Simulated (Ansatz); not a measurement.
Structures of equal composition on the (111) surface of fcc Ag: one row in 3 of the top plane missing; (√3x√3)R30°, one Ag site of the top plane empty. The slabs share one bottom face, and each structure is named by its start. These are constructed structures in small cells; real faces may alloy, dewet or reconstruct in larger ones, and not all known structures of the face are among them. Slabs of about 12 Å, Fermi-Dirac smearing of 0.1 eV. Bottom of the slabs: a bare face, its two planes held. Relaxed from the named starts with such symmetry as they have, on meshes of like density; energies extrapolated to zero smearing; spin only where a row says so; no spin-orbit coupling, no U. Brackets mark spin-polarised runs, whose order is one that fits the cell. The cells differ, so small differences also carry the error of unlike k-meshes.

Method: PBE (plane waves to 420 eV, PAW; Ansatz, an electronic-structure program).

Task: Rank these by energy per 1x1 cell (lowest first), as PBE gives it.

Result: one row in 3 of the top plane missing (0.00 eV), (√3x√3)R30°, one Ag site of the top plane empty (0.04 eV)
